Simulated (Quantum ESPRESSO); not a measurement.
Quantum ESPRESSO is run on BaBPd₄ (Pnma, 24 atoms in the cell), and the run fails. The aim is a self-consistent single point with DFT, LDA (PZ), plane waves, GBRV 1.5 ultrasoft (LDA) pseudopotentials.

Cell that was meant: a = 6.2597 Å, b = 5.7095 Å, c = 12.1518 Å, α = 90.00°, β = 90.00°, γ = 90.00°.

Part of the input:

```fortran
   ibrav = 0
   nat = 24
   ntyp = 3
   ecutwfc = 40.0
   ecutrho = 320
   occupations = 'smearing'
   smearing = 'methfessel-paxton'
[...]
Pd    5.2250233358    2.8205560231   11.1602351616
Pd    1.0346636642    2.8889559769    0.9915888384
Pd    4.1645071642    2.8889559769    5.0843231616
Pd    2,0951798358    2,8205560231    7,0675008384
K_POINTS automatic
3 3 2  1 1 1
```

Log, with long lists cut:

```
     This program is part of the open-source Quantum ESPRESSO suite
     for quantum simulation of materials; please cite

[eval_infix.c] A parsing error occurred
helper string:
2,0951798358
error code:
Error: invalid token: ,

 %%%%%%%%%%%%%%%%%%%%%%%%%%%%%%%%%%%%%%%%%%%%%%%%%%%%%%%%%%%%%%%%%%%%%%%%%%%%%%
     Error in routine card_atomic_positions (1):
     Error while parsing atomic position card.
 %%%%%%%%%%%%%%%%%%%%%%%%%%%%%%%%%%%%%%%%%%%%%%%%%%%%%%%%%%%%%%%%%%%%%%%%%%%%%%

     stopping ...
```

Task: Read the log: what does the program object to, and what is the fix?

Result: The fault is decimal commas. The program does not read a comma as a decimal mark. To fix it, use decimal points. The program stopped before any SCF iteration.

The sound input it was made from differs as follows (other fixes are possible):
```diff
-   ecutwfc = 40.0
+   ecutwfc = 40
-Pd    2,0951798358    2,8205560231    7,0675008384
+Pd    2.0951798358    2.8205560231    7.0675008384
```

With that input, the run converged in 17 iterations: free energy E − TS -47463.2528 eV; Fermi level (on the code's own zero) 13.79 eV; pressure -10.49 GPa; largest force (vector length) 0.393 eV/Å (DFT, LDA (PZ), plane waves, GBRV 1.5 ultrasoft (LDA) pseudopotentials).

On the sound input: the starting cell comes from a database of computed structures (which also holds hypothetical and non-ambient phases and stackings), without a prior relaxation at this level. Its lattice was rescaled by a random factor within 2.5 % of one. Spin polarisation is off. With a pressure of about -10 GPa the cell is away from its equilibrium volume at this level. Without a gap this mesh is coarse (it stands for a supercell whose shortest vector is 17 Å).
